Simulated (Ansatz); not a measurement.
PBE against PBEsol: MoSi2, pressure 0.3 GPa

Consider MoSi₂ (space group I4/mmm, No. 139; a = 3.217 Å, c = 7.873 Å).

(Cell as relaxed with PBE.)

Levels (all Ansatz, a quantum-chemistry and plane-wave program, PAW): PBE (420 eV, scalar-relativistic without spin-orbit coupling); PBEsol (420 eV, spin-orbit coupling left out).

Each level relaxes its own structure.

```
base                      PBE    PBEsol
-------------------  --------  --------
volume per atom      13.58 Å³  13.27 Å³
lattice parameter a   3.217 Å   3.190 Å
band gap                 zero      zero
```

One thing is altered: cell and atoms relaxed at a pressure of 0.3 GPa.

```
quantity                           PBE  PBEsol
-----------------------------  -------  ------
c/a ratio                        2.448       ?
shortest interatomic distance  2.595 Å       ?
```

**Question.** Given the PBE results, estimate those of PBEsol.

**Answer.** 
- c/a ratio, PBEsol: 2.452
- shortest interatomic distance, PBEsol: 2.579 Å

PBE's c/a ratio lies 0.004 below PBEsol's; PBE's shortest interatomic distance lies 0.0167 Å above PBEsol's (0.6 %). Neither level is exact; PBEsol is the comparison here, not a measurement.

Load acts through the strain it causes; cell and atoms are relaxed under it. Stability against distortions was not tested. The final runs are not spin-polarised.
